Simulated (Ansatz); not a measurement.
Adsorption energy and surface dipole of O on the 1x1 (111) surface of fcc Al, one in a 2x2 cell, started at the site 'hollow Al-Al-Al over Al at depth 4.6 Å', worked from the runs' numbers; total energies count from the potentials' own zero.

The numbers are results of PBE (plane waves to 420 eV, PAW; Ansatz, an electronic-structure program), not measurements.

Set-up: 17 atoms, 7.0 Å thick at the start under the adsorbate (thin: gaps and levels are the slab's own); mesh 6x6x1; 0.1 eV smearing; dipole correction on; 8 atoms held, the rest relaxed; held to the start's symmetry, so lower structures may exist; spin-polarised, no spin-orbit, no U, no dispersion correction. The starting moment vanished. At the end it is bonded to 3 Al. In PBE it is, or lies within 0.03 eV of, the lowest of the starts that converged.

```tsv
quantity	value
slab with the adsorbate	-9166.260 eV
clean slab, same cell and mesh	-8597.019 eV
reference, ½ O2(g)	-564.968 eV
area of the cell	28.30 Å²
change of the step from the bottom to the top vacuum level	-0.016 eV
```

Question: What is the adsorption energy against this reference?

Answer: E(slab + adsorbate) − E(slab) − E(reference) = -4.27 eV, so in this state the adsorbate is more stable than in the reference, at a coverage of 3.53 a nm².
